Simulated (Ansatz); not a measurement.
The starting structures come from a database of crystals and need not be the phases stable at ambient conditions.

By PBEsol, the system below comes out a metal.

```
CELL_PARAMETERS angstrom
      4.59464     0.00000     0.00000
      0.00000     6.26585     0.00000
      0.00000    -3.13293     5.42639
ATOMIC_POSITIONS crystal
  Y  0.25000 0.66667 0.33333
  Y  0.75000 0.33333 0.66667
  Al 0.75000 0.29040 0.14520
  Al 0.25000 0.70960 0.85480
  Al 0.25000 0.14520 0.85480
  Al 0.75000 0.85480 0.14520
  Al 0.75000 0.85480 0.70960
  Al 0.25000 0.14520 0.29040
```

The cell is taken as given; by PBEsol it stands under a pressure of -1.0 GPa.

The current flows along the normal of the first two printed cell vectors, the (100) plane of the conventional cell. No spin-orbit coupling; the value is a mean over 0.1 eV about the Fermi level.

State the ballistic conductance per area according to PBEsol run with Ansatz (a program for electronic structure).

0.31 × 10¹⁵ S/m² for both spins.
